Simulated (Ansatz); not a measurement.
# A computed series for Os: element substitutions

The parent structure is Os in the hcp (Mg type) structure (space group P6_3/mmc, No. 194; a = 2.7294 Å, c = 4.3064 Å).

Each row replaces one element on all its sites; cell and atoms are relaxed.

Levels (all Ansatz, a quantum-chemistry and plane-wave program, PAW): PBEsol (420 eV, no spin-orbit coupling); r2SCAN (500 eV, spin-orbit coupling left out).

Pressures by level, all at the geometries relaxed with PBEsol:

```
case      PBEsol   r2SCAN
-------  -------  -------
base     0.0 GPa  3.8 GPa
Os → Rh  0.0 GPa  4.5 GPa
Os → Re  0.0 GPa  3.9 GPa
Os → Ru  0.0 GPa  4.4 GPa
```

Single points use the geometry relaxed with PBEsol. Their cutoffs differ, which shifts pressures a little. Stability against distortions was not tested. For Rh in this form, whether it has been made was not checked. All final runs are without spin polarisation. Rh has a high density of states at the Fermi level and may be magnetic at this level. This is not the structure that Rh has at room temperature and ambient pressure.
